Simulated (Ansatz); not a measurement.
## ZnGeAs2: stress against strain

ZnGeAs2 (chalcopyrite, I-42d, 22.359 Å³/atom and stress up to 0.01 GPa in the relaxed cell, c along z) under a strain ε along a (axis x), the other axes held. PBEsol in Ansatz, a plane-wave DFT program (PAW, default set), 420 eV, 8×8×8 Γ-centred mesh, Fermi-Dirac smearing 0.05 eV; ions are relaxed, or left where forces stay under 0.02 eV/Å, within the symmetry of each cell. Stress is positive for a compressed cell.

Here s stands for strain and y for stress xx.

```csv
strain (%),stress xx (GPa)
-3.00,?
-1.50,1.61
-0.75,0.80
0.00,0.01
0.75,-0.77
1.50,-1.53
```

Using a straight line, estimate the missing y at s = -3.00 from the other rows, showing the fit.

Means: s 0, y 0.024. About the means, the sum of products is -5.8875 and the sum of squares of s is 5.6250; the slope is their ratio. Least squares gives y = 0.024 - 1.0467·s. Residuals (row less fit): 0.016, -0.009, -0.014, -0.009, 0.016; standard error 0.017 (degrees of freedom: 3). The slope gives the elastic constant C11 = 104.7 ± 0.7 GPa (± standard error of the fit, which holds the terms cut off). At the withheld row, y = 0.024 - 1.0467 × (-3.00) = 3.164 GPa. The calculation gives 3.28 GPa, 0.116 GPa above the prediction (2.4 % of the range of y in the table). The row lies outside the fitted rows, so this is an extrapolation. From the scatter of the fitted rows alone, a prediction at this place has a standard error of 0.028 GPa, so the miss is 4.1 times that.

A polynomial of degree 2 through the 8 other runs of the series gives 3.28 there, so most of the miss is curvature that the fit leaves out. This level leaves no gap over 0.05 eV at strain 1.50 %. The start is a measured cell from the literature; how it stands against other phases or cation orders wasn't checked. Rows are the converged runs of the series near zero and its far end; series whose fitted rows scatter by over a few per cent of the range, as at a crossing or softening among them, aren't shown in this form, nor equations of state whose B0' disagrees with the runs' pressures. Most that stay on the fit to the last digits aren't either.
